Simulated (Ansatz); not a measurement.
Worked example: self-consistent single point of the (111) slab of YAl2 (cut from a parent of space group no. 227; 12 atoms in the cell) in Ansatz (an electronic-structure program).

Computed with PBEsol, default PAW files made with PBE (plane waves; Ansatz).

```yaml
crystal:
  lattice:
    - [5.53334, 0.00000, 0.00000]
    - [2.76667, 4.79201, 0.00000]
    - [0.00000, 0.00000, 21.34171]
  atoms:
    - { symbol: Al, position: [0.82224, 0.32224, 0.32800] }
    - { symbol: Al, position: [0.48891, 0.48891, 0.43385] }
    - { symbol: Al, position: [0.32224, 0.32224, 0.32800] }
    - { symbol: Al, position: [0.32224, 0.82224, 0.32800] }
    - { symbol: Al, position: [0.15557, 0.65557, 0.53969] }
    - { symbol: Al, position: [0.82224, 0.82224, 0.64554] }
    - { symbol: Al, position: [0.65557, 0.65557, 0.53969] }
    - { symbol: Al, position: [0.65557, 0.15557, 0.53969] }
    - { symbol: Y, position: [0.82224, 0.82224, 0.40739] }
    - { symbol: Y, position: [0.15557, 0.15557, 0.46031] }
    - { symbol: Y, position: [0.15557, 0.15557, 0.61908] }
    - { symbol: Y, position: [0.48891, 0.48891, 0.67200] }
```

Reference input (self-consistent single point, DFT, PBEsol, plane waves, default PAW files made with PBE): basis.ecutwfc = 420 eV; kpoints.mp_grid.grid = 6 6 1; hamiltonian.xc = pbesol; hamiltonian.pseudopotentials = {kind: paw} (the program's default PAW files); scf.occupations.method = fermi_dirac; scf.occupations.width = 0.1 eV. This run's input differs from it in these lines:

Ansatz 0.2 input:
```diff
@@ -22,3 +22,3 @@
 kpoints:
-  mp_grid: { grid: [6, 6, 1] }
+  mp_grid: { grid: [18, 18, 1] }
 hamiltonian:
```

Output (repeated stretches shortened):

```
SCF iter   1: F=—  HF=-19378.654250 eV  |F-HF|=—  |Δ(HF+E_count)|=         —  Δρ=6.05e-3  dr2=7.51e0  ethr=1.77e-3  ⟨swp⟩=9.4  Hψ=9623  notcnv=0
all-band conjugate gradients solve this SCF's bands
preconditioner: auto → LDOS
SCF iter   2: F=—  HF=-19378.448409 eV  |F-HF|=—  |Δ(HF+E_count)|=   2.06e-1  Δρ=2.06e-3  dr2=1.57e-1  ethr=1.77e-3  ⟨swp⟩=3.0  Hψ=2336  notcnv=0
   [... lines left out ...]
SCF iter   6: F=—  HF=-19378.443608 eV  |F-HF|=—  |Δ(HF+E_count)|=   2.14e-6  Δρ=3.79e-5  dr2=2.48e-5  ethr=1.75e-7  ⟨swp⟩=2.0  Hψ=2772  notcnv=0
SCF iter   7: F=—  HF=-19378.443807 eV  |F-HF|=—  |Δ(HF+E_count)|=   2.00e-4  Δρ=1.35e-5  dr2=3.27e-6  ethr=3.65e-8  ⟨swp⟩=2.0  Hψ=2876  notcnv=0
SCF iter   8: F=—  HF=-19378.443807 eV  |F-HF|=—  |Δ(HF+E_count)|=   1.84e-7  Δρ=4.53e-6  dr2=3.37e-7  ethr=4.81e-9  ⟨swp⟩=2.1  Hψ=2386  notcnv=0
SCF iter   9: F=-19378.443807 eV  HF=-19378.443807 eV  |F-HF|=1.21e-8  |Δ(HF+E_count)|=   1.09e-8  Δρ=1.38e-6  dr2=2.53e-8  ethr=1.47e-10  ⟨swp⟩=12.2  Hψ=7998  notcnv=0
SCF 1 converged in 9 iterations: F = -19378.443807 eV  dr2 = 2.53e-8
Free energy (F): -19378.443807 eV
Internal energy: -19378.120172 eV  (E = F + TS)
E sigma→0 (E₀):  -19378.281989 eV
Entropy (-TS):   -0.323635 eV (-26.970 meV/atom)
Fermi energy:    1.875179 eV
--- Forces (eV/Å), atoms counted from 1 ---
  atom   1  Al     0.18560431    -0.10715870     0.25278548
  atom   2  Al    -0.00000000    -0.00000000    -0.18796480
  atom   3  Al    -0.18560431    -0.10715870     0.25278548
  atom   4  Al     0.00000000     0.21431739     0.25278548
  atom   5  Al     0.02102428    -0.01213837     0.14135219
  atom   6  Al     0.00000000    -0.00000000     0.60558622
  atom   7  Al    -0.02102428    -0.01213837     0.14135219
  atom   8  Al     0.00000000     0.02427674     0.14135219
   [... lines left out ...]
  atom  12  Y     -0.00000000     0.00000000    -0.51997747
--- Stress (GPa, compression-positive) ---
       -1.641483       0.000000      -0.000000
        0.000000      -1.641483       0.000000
       -0.000000       0.000000      -0.491339
  P = ⅓ Tr σ = -1.2581 GPa (-12.581 kbar)
  The stress holds the Pulay correction. Without it, at fixed plane waves, as pw.x and ABINIT print it: P = -1.2726 GPa
```

The run converged in 9 iterations. Against the reference run the free energy stays essentially unchanged (within 1 meV/atom) and the largest force goes from 0.865 to 0.881 eV/Å.

The starting cell comes from a database of computed structures (which also holds hypothetical and non-ambient phases and stackings), without a prior relaxation at this level. The slab is cut from that crystal, and its faces are unrelaxed. Its lattice was rescaled by up to half a per cent. The two faces of this cut differ, and no dipole correction was used.

Cost on one core of a shared machine: roughly 90 s.
